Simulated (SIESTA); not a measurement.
Checking a run of SIESTA on Be₃N₂ (P6_3/mmc, 10 atoms in the cell). The aim is a self-consistent single point with DFT, LDA PW92, numerical atomic orbitals DZP, PseudoDojo LDA standard norm-conserving potentials (rewritten from UPF to PSML).

The input file:

```
# files in the folder: Be.psml N.psml (PseudoDojo LDA standard)
SystemName  Be3N2
SystemLabel be3n2

NumberOfAtoms                10
NumberOfSpecies              2
%block ChemicalSpeciesLabel
  1 4 Be
  2 7 N
%endblock ChemicalSpeciesLabel
LatticeConstant              1.0 Ang
%block LatticeVectors
     2.799907000    0.000000000    0.000000000
    -1.399954000    2.424791000    0.000000000
     0.000000000    0.000000000    9.603561000
%endblock LatticeVectors
AtomicCoordinatesFormat      Ang
%block AtomicCoordinatesAndAtomicSpecies
    -0.000001733    1.616528142    0.753783503  1
     1.399954733    0.808262858    8.849777497  1
     1.399954733    0.808262858    5.555564003  1
    -0.000001733    1.616528142    4.047996997  1
     0.000000000    0.000000000    2.400890250  1
     0.000000000    0.000000000    7.202670750  1
     0.000000000    0.000000000    0.000000000  2
     0.000000000    0.000000000    4.801780500  2
    -0.000001733    1.616528142    2.400890250  2
     1.399954733    0.808262858    7.202670750  2
%endblock AtomicCoordinatesAndAtomicSpecies

XC.functional                LDA
XC.authors                   PW92
PAO.BasisSize                DZP
PAO.EnergyShift              0.1 Ry
PAO.Polarization.NonPerturbative true
MeshCutoff                   400 Ry
%block kgrid.MonkhorstPack
   11   0   0  0.0
    0  11   0  0.0
    0   0   3  0.0
%endblock kgrid.MonkhorstPack
OccupationFunction           FD
ElectronicTemperature        10 K

MaxSCFIterations             150
SCF.Mixer.Method             Broyden
SCF.Mixer.Weight             0.25
SCF.Mixer.History            6
SCF.DM.Tolerance             1.0E-05
Diag.ParallelOverK           true
WriteForces                  true
```

Output, abridged:

```
reinit: Reading from file input.fdf

reinit: System Name: Be3N2
reinit: System Label: be3n2

coor:   Atomic-coordinates input format  =     Cartesian coordinates
coor:                                          (in Angstroms)

siesta: Atomic coordinates (Bohr) and species
   [... lines left out ...]
diag: Absolute tolerance                            =  0.100E-15
diag: Orthogonalization factor                      =  0.100E-05
diag: Memory factor                                 =  1.0000

superc: Internal auxiliary supercell:     7 x     7 x     3  =     147
superc: Number of atoms, orbitals, and projectors:   1470  12936  11760

                        Single-point calculation

superc: Internal auxiliary supercell:     7 x     7 x     3  =     147
superc: Number of atoms, orbitals, and projectors:   1470  12936  11760

outcell: Unit cell vectors (Ang):
        2.799907    0.000000    0.000000
       -1.399954    2.424791    0.000000
        0.000000    0.000000    9.603561

outcell: Cell vector modules (Ang)   :    2.799907    2.799908    9.603561
outcell: Cell angles (23,13,12) (deg):     90.0000     90.0000    120.0000
outcell: Cell volume (Ang**3)        :     65.2004
new_DM -- step:     1
Initializing Density Matrix...

Attempting to read DM from file... Failed...
DM filled with atomic data:

InitMesh: MESH = 30 x 30 x 120 = 108000
InitMesh: Mesh cutoff (required, used) =   400.000   423.054 Ry

stepf: Fermi-Dirac step function
        iscf     Eharris(eV)        E_KS(eV)     FreeEng(eV)     dDmax    Ef(eV) dHmax(eV)
   scf:    1    -3350.576088    -3367.775190    -3367.775190  1.389180 -4.214972 12.808261
   scf:    2    -3382.304046    -3376.512202    -3376.512202  0.140081 -3.791081  3.502842
   scf:    3    -3378.139830    -3377.583673    -3377.583673  0.084698 -6.571809  0.889862
   scf:    4    -3377.624164    -3377.609160    -3377.609160  0.015696 -6.463966  0.511882
   scf:    5    -3377.615943    -3377.612794    -3377.612794  0.006644 -6.315736  0.051598
   scf:    6    -3377.612896    -3377.612861    -3377.612861  0.001276 -6.294614  0.024800
   scf:    7    -3377.612884    -3377.612874    -3377.612874  0.000351 -6.289589  0.006984
   scf:    8    -3377.612875    -3377.612874    -3377.612874  0.000098 -6.288246  0.001246
   scf:    9    -3377.612874    -3377.612874    -3377.612874  0.000025 -6.288010  0.000699
   scf:   10    -3377.612874    -3377.612874    -3377.612874  0.000012 -6.287938  0.000484
   scf:   11    -3377.612874    -3377.612874    -3377.612874  0.000008 -6.287852  0.000488
SCF Convergence by DM+H criterion
max |DM_out - DM_in|         :     0.0000082148
max |H_out - H_in|      (eV) :     0.0004880333
SCF cycle converged after 11 iterations

Using DM_out to compute the final energy and forces

siesta: E_KS(eV) =            -3377.6129

siesta: E_KS - E_eggbox =     -3377.6129

siesta: Atomic forces (eV/Ang):
     1    0.000005   -0.000002    0.406124
     2   -0.000005    0.000002   -0.406124
     3   -0.000005    0.000002    0.406124
     4    0.000005   -0.000002   -0.406124
     5   -0.000021    0.000015    0.000000
     6    0.000021   -0.000015    0.000000
     7   -0.000000   -0.000000    0.000000
     8   -0.000000    0.000000    0.000000
     9    0.000030   -0.000021    0.000000
    10   -0.000030    0.000021    0.000000
   [... lines left out ...]
siesta: FreeEng =     -3377.612874
   [... lines left out ...]
siesta:    -0.000000    0.165053   -0.000000
siesta:    -0.000000    0.000000    0.103759

siesta: Cell volume =         65.200394 Ang**3

siesta: Pressure (static):
siesta:                Solid            Molecule  Units
siesta:          -0.00157513         -0.00142614  Ry/Bohr**3
siesta:          -0.14462165         -0.13094180  eV/Ang**3
siesta:        -231.70943570       -209.79188472  kBar
```

Problem. Is anything amiss in this input, and did it matter?

Solution. The run is not sound. The fault is an energy shift that confines the orbitals too tightly. A large shift gives short orbitals and a poorer basis. To fix it, use a small shift. The run converged in 11 iterations without an error; against the sound input the free energy goes up by 1.75 eV/atom, the pressure goes from 5.12 to -23.17 GPa, the largest force goes from 0.003 to 0.406 eV/Å and the gap on the mesh goes from 3.481 to 3.351 eV.

An input that runs soundly differs in these lines (not the only fix; some lines may just follow from the change or write a value another way):
```diff
-PAO.EnergyShift              0.1 Ry
+PAO.EnergyShift              0.005 Ry
```

With that input, the run converged in 16 iterations: free energy E − TS -3395.0868 eV; top of the valence band (on the code's own zero) -15.47 eV; gap on the k-point mesh 3.48 eV; pressure 5.12 GPa; largest force (vector length) 0.003 eV/Å (DFT, LDA PW92, numerical atomic orbitals DZP, PseudoDojo LDA standard norm-conserving potentials (rewritten from UPF to PSML)).

On the sound input: the starting cell comes from a database of computed structures (which also holds hypothetical and non-ambient phases and stackings), without a prior relaxation at this level. Its lattice was rescaled by a random factor within 2.5 % of one. Values carry the incompleteness of an atom-centred basis. With a pressure of about 5 GPa the cell is away from its equilibrium volume at this level.
